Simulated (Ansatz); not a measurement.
By PBEsol, the system below comes out a metal.

Here is the system:

```xyz
1
Lattice="2.7451 0.0000 0.0000 0.0000 2.7451 0.0000 1.3725 -1.3725 1.9410" Properties=species:S:1:pos:R:3 pbc="T T T"
Rh     0.0000     0.0000     0.0000
```

Space group of this cell: Fm-3m, fcc (Cu type). The cell is strained (all lengths scaled by 1.02); by PBEsol its mean pressure is -19.2 GPa.

The current flows along the normal of the first two printed cell vectors, the (001) plane of the conventional cell. No spin-orbit coupling; the value is a mean over 0.1 eV about the Fermi level.

**Question.** Estimate the ballistic conductance per area that Ansatz (a first-principles code) with PBEsol returns for this system.

**Answer.** 2.3 × 10¹⁵ S/m² for both spins.
